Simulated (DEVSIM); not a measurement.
System: Co/SiO2/n-Ge capacitor, at 400 K.

```csv
layer (left to right),material,thickness (nm),Nd (cm⁻³)
1,SiO2,1.00,-
2,Ge,820,5.2e17
```

Metal gate on the left, work function 5 eV. Fixed charge at the semiconductor interface -4.4e11 cm⁻² (in units of +e); no interface traps.

This is a model device: material constants are rounded textbook-type values typed into the input, and sizes, dopings and lifetimes were drawn at random. Values at 300 K; Nc and Nv go as T^1.5, mobilities as T to minus their exponent, the gap by Varshni's rule with the affinity fixed.

```csv
parameter,SiO2,Ge
gap (eV),9,0.664
affinity (eV),0.9,4
permittivity,3.9,16
Nc (cm⁻³),-,1.04e19
Nv (cm⁻³),-,6e18
Varshni α (eV/K),-,0.000477
Varshni β (K),-,235
```

Simulated with DEVSIM: 1D Poisson equation in equilibrium, Boltzmann statistics, complete ionisation; no quantum confinement or tunnelling. Metal contacts follow the ideal Schottky-Mott rule: no Fermi-level pinning, no interface dipoles.

Problem. Tabulate band edges, carrier densities and field at 0.55 V on the gate.

Solution. Energies count from the Fermi level of the right contact; mesh points crowd at the junctions.

```
x (μm)     Ec (eV)  Ev (eV)  n (cm⁻³)  p (cm⁻³)  field (V/cm)
---------  -------  -------  --------  --------  ------------
0.000        3.550   -5.450     < 1e2     < 1e2       -500000
0.0004713    3.526   -5.473     < 1e2     < 1e2       -500000
0.0008616    3.507   -5.493     < 1e2     < 1e2       -500000
0.001582     0.391   -0.233    1.9e14    1.1e16       -170000
0.003635     0.358   -0.266    5.0e14    4.1e15       -160000
0.006584     0.314   -0.310    1.8e15    1.2e15       -140000
0.01142      0.254   -0.370    1.0e16    2.0e14       -110000
0.02505      0.155   -0.469    1.8e17    1.1e13        -41000
0.04315      0.122   -0.502    4.6e17    4.4e12         -5200
0.07678      0.118   -0.506    5.2e17    3.9e12           -68
0.1365       0.118   -0.506    5.2e17    3.9e12           ≈ 0
0.2874       0.118   -0.506    5.2e17    3.9e12           ≈ 0
0.4865       0.118   -0.506    5.2e17    3.9e12           ≈ 0
0.6332       0.118   -0.506    5.2e17    3.9e12           ≈ 0
0.7323       0.118   -0.506    5.2e17    3.9e12           ≈ 0
0.7716       0.118   -0.506    5.2e17    3.9e12           ≈ 0
0.7937       0.118   -0.506    5.2e17    3.9e12           ≈ 0
0.8061       0.118   -0.506    5.2e17    3.9e12           ≈ 0
0.8145       0.118   -0.506    5.2e17    3.9e12           ≈ 0
0.8179       0.118   -0.506    5.2e17    3.9e12           ≈ 0
0.8197       0.118   -0.506    5.2e17    3.9e12           ≈ 0
0.8210       0.118   -0.506    5.2e17    3.9e12           ≈ 0
```
